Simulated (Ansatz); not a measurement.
Input:

```yaml
crystal:
  lattice:
    - [4.89001, 0.00000, 0.00000]
    - [0.00000, 4.89001, 0.00000]
    - [0.00000, 0.00000, 4.89001]
  atoms:
    - { symbol: Al, position: [0.50000, 0.50000, 0.50000] }
    - { symbol: Si, position: [0.00000, 0.00000, 0.00000] }
    - { symbol: Mo, position: [0.00000, 0.50000, 0.75193] }
    - { symbol: Mo, position: [0.00000, 0.50000, 0.24807] }
    - { symbol: Mo, position: [0.75193, 0.00000, 0.50000] }
    - { symbol: Mo, position: [0.24807, 0.00000, 0.50000] }
    - { symbol: Mo, position: [0.50000, 0.75193, 0.00000] }
    - { symbol: Mo, position: [0.50000, 0.24807, 0.00000] }
```

Calculation: PBEsol, DFPT electron-phonon coupling, linearised Boltzmann equation (plane waves, PAW, scalar-relativistic; Ansatz, a quantum-chemistry and plane-wave program). Geometry: relaxed with this functional, without spin-orbit coupling.

**Question.** Estimate the phonon-limited resistivity at 300 K, by direction if it differs.

**Answer.** 17.4 μΩ·cm.

**Question.** And the electrons' mean free path at that temperature?

**Answer.** 6.7 nm, weighted by the current that each state carries. Wires not much wider than this gain resistivity from their walls.

A metal at this level (no band gap). Only scattering by harmonic phonons is included (no impurities, grain boundaries, electron-electron scattering or thermal expansion). Spin-orbit coupling is left out. Halving the electron mesh (20x20x20) moves the resistivity by up to 9 % at 300 K, the mean free path by up to 3 %. Smearing 0.20 eV; phonons on a 3x3x3 q mesh, which this run doesn't test.

Computed structure with no diffraction record at hand here (it may be known, metastable or hypothetical): Mo6AlSi (Pm-3).
